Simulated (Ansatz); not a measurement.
# Re, response to strain

The reference is Re in the hcp (Mg type) structure (space group P6_3/mmc, No. 194; relaxed with 0.1 eV smearing).

```
Re
1.0
    2.77642     0.00000     0.00000
   -1.38821     2.40445     0.00000
    0.00000     0.00000     4.48093
Re
2
Cartesian
  1.38821   0.80148   3.36070
  0.00000   1.60297   1.12023
```

Strains are applied to the cell and any free atomic positions relax.

The values are results of PBE/PAW in Ansatz (a quantum-chemistry and plane-wave program), scalar-relativistic without spin-orbit coupling, not measurements.

Notes on the quantities. energy relative to the base: free energy F; pressure: mean of the normal stresses, compression positive.

```tsv
variant	volume per atom	energy relative to the base	pressure
base	14.96 Å³	0 meV/atom	0.0 GPa
isotropic strain −3.00 %	13.65 Å³	+153 meV/atom	40.7 GPa
isotropic strain −2.00 %	14.08 Å³	+66 meV/atom	25.2 GPa
isotropic strain −1.50 %	14.29 Å³	+36 meV/atom	18.2 GPa
isotropic strain −1.00 %	14.51 Å³	+16 meV/atom	11.7 GPa
isotropic strain +1.00 %	15.41 Å³	+15 meV/atom	-10.2 GPa
isotropic strain +1.50 %	15.64 Å³	+33 meV/atom	-14.7 GPa
isotropic strain +2.00 %	15.87 Å³	…	-18.9 GPa
isotropic strain +2.50 %	16.11 Å³	+88 meV/atom	-22.8 GPa
isotropic strain +3.00 %	16.34 Å³	…	-26.4 GPa
```

Q: Fill in the withheld entries from the trend.

A: 
- isotropic strain +2.00 %, energy relative to the base: +57 meV/atom
- isotropic strain +3.00 %, energy relative to the base: +124 meV/atom

Stability against distortions was not tested. All final runs are without spin polarisation.
